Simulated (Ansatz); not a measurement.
MgO (Fm-3m), PBE, rigid bands (Ansatz, a program for electronic structure): N_v = 3.08e20 cm⁻³ at 300 K and a hole conductivity mass of 2.34 mₑ.

Problem. For 1e17 holes per cm³ at 300 K, place the Fermi level, estimate the Seebeck coefficient of a parabolic band with constant τ, and give mobility and conductivity for τ = 5 fs.

Solution. The level lies k_BT ln(N_v/p) = 0.208 eV above the valence-band maximum. S ≈ +(k_B/e)[ln(N_v/p) + 5/2] = 908 μV/K, against 906 μV/K from the full bands (mean over directions). μ = eτ/m = 3.76 cm²/(V·s) and σ = peμ = 0.0602 S/cm. τ is assumed, not computed.

Band transport and this doping are assumed; polarons and phonon drag are left out. Spin-orbit coupling is left out. Geometry: cell and atoms relaxed with PBEsol.
